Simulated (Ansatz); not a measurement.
Functionals compared on a constructed model of the (100) surface of fcc Ag, a pseudomorphic layer of Ir in the host's stacking (bottom of the slab: a bare face, its two planes held), in Ansatz (plane waves, PAW). The structure was relaxed with PBE; the other rows are single points on it. Cutoff 420 eV (500 eV for r2SCAN).

Set-up: 7 atoms, 12.5 Å thick at the start; mesh 13x13x1; 0.1 eV smearing; dipole correction on; 2 atoms held, the rest relaxed; start symmetry kept, larger cells not searched; no spin, no spin-orbit, no U. It is one candidate, not shown to be the stable structure of the face. These notes are the PBE run's.

```json
[
 {"functional": "PBE", "work function of the top face (eV)": "5.69", "rough cost of the single point": "–"},
 {"functional": "RPBE", "work function of the top face (eV)": "5.53", "rough cost of the single point": "about 40 core-seconds (a rough figure)"},
 {"functional": "r2SCAN", "work function of the top face (eV)": "…", "rough cost of the single point": "around 90 core-seconds (rough)"}
]
```

Q: Complete the blanks.

A: 
- r2SCAN, work function of the top face (eV): 5.77

Ansatz is a quantum-chemistry and plane-wave program.
